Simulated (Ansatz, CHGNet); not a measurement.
# L1₀ (CuAu-type) TiAl, enthalpy of formation

Reference value: -0.38 eV/atom (measured, temperature not stated, no zero-point or thermal correction; as tabulated in Zope and Mishin (2003), arXiv:cond-mat/0306298).

Question: What do CHGNet-r²SCAN, LDA, PBE, PBE-D4, rVV10, r²SCAN, HSE06 give, and how far is each from the reference?

Answer: 
```tsv
level (code)	value (eV/atom)	difference (eV/atom)
CHGNet-r²SCAN (CHGNet)	-0.508	-0.128
LDA (Ansatz)	-0.423	-0.043
PBE (Ansatz)	-0.406	-0.026
PBE-D4 (Ansatz)	-0.415	-0.035
rVV10 (Ansatz)	-0.404	-0.024
r²SCAN (Ansatz)	-0.453	-0.073
HSE06 (Ansatz)	-0.451	-0.071
```

Nearest, and too close to rank with a margin of 0.050 eV/atom (twice that across the reference) picked here for doubts on the reference and the settings, and for temperature and zero-point motion: rVV10 (-0.024 eV/atom), PBE (-0.026 eV/atom), PBE-D4 (-0.035 eV/atom), LDA (-0.043 eV/atom), HSE06 (-0.071 eV/atom), r²SCAN (-0.073 eV/atom). CHGNet-r²SCAN (-0.128 eV/atom) misses by most. Within 0.1 eV/atom: LDA, PBE, PBE-D4, rVV10, r²SCAN, HSE06. The least costly first-principles kind among them: DFT without exact exchange (LDA, PBE, PBE-D4, rVV10, r²SCAN).

The reference has no zero-point or thermal correction, while the calculations are for a static lattice, so the differences are not the levels' errors alone.  HSE06: hybrids on metals are sensitive to the k mesh and can open a false gap. Each level is taken at its own relaxed cell. Ansatz's density-functional and Hartree–Fock values are scalar-relativistic unless marked +SOC, with PAW data made under PBE.

Machine-learned potentials (CHGNet-r²SCAN) are trained on DFT data, which may include these solids.

Differences are worked out from the printed values.

Ansatz is an electronic-structure program.
